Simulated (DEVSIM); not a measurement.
Structure: Si p+/n-/n+ power diode, at 250 K.

| layer (left to right) | material | thickness (μm) | Nd (cm⁻³) | Na (cm⁻³) | τn (s) | τp (s) |
|---|---|---|---|---|---|---|
| 1 | Si | 1.30 | - | 1.9e18 | 1.7e-7 | 1.7e-7 |
| 2 | Si | 26.0 | 1.2e15 | - | 1.7e-7 | 1.7e-7 |
| 3 | Si | 3.10 | 4.5e18 | - | 1.7e-7 | 1.7e-7 |

Left contact: ohmic. Right contact: ohmic. Voltage is applied to the left contact. Recombination: SRH at mid-gap. Mobility is constant in doping.

Constants are typed, rounded textbook-type inputs, not results; the design itself was drawn at random and stands for no fabricated device. Values at 300 K; Nc and Nv go as T^1.5, mobilities as T to minus their exponent, the gap by Varshni's rule with the affinity fixed.

| parameter | Si |
|---|---|
| gap (eV) | 1.124 |
| affinity (eV) | 4.05 |
| permittivity | 11.7 |
| Nc (cm⁻³) | 2.86e19 |
| Nv (cm⁻³) | 3.1e19 |
| μn (cm²/Vs) | 1417 |
| μp (cm²/Vs) | 470 |
| T exponent of μn | 2.3 |
| T exponent of μp | 2.2 |
| Varshni α (eV/K) | 0.000473 |
| Varshni β (K) | 636 |

DEVSIM, 1D drift-diffusion, Boltzmann statistics, complete ionisation; no tunnelling, impact ionisation, image-force lowering or self-heating.

Question: Give the dark reverse current.

Answer: 
```json
[
 {"V (V)": "-1.00", "J (A/cm²)": "-2.3e-9"},
 {"V (V)": "-2.50", "J (A/cm²)": "-4.4e-9"},
 {"V (V)": "-5.00", "J (A/cm²)": "-6.8e-9"},
 {"V (V)": "-7.50", "J (A/cm²)": "-8.8e-9"},
 {"V (V)": "-10.00", "J (A/cm²)": "-1.0e-8"},
 {"V (V)": "-15.00", "J (A/cm²)": "-1.3e-8"},
 {"V (V)": "-20.00", "J (A/cm²)": "-1.5e-8"},
 {"V (V)": "-25.00", "J (A/cm²)": "-1.7e-8"},
 {"V (V)": "-32.50", "J (A/cm²)": "-2.0e-8"},
 {"V (V)": "-40.00", "J (A/cm²)": "-2.2e-8"},
 {"V (V)": "-50.00", "J (A/cm²)": "-2.5e-8"}
]
```
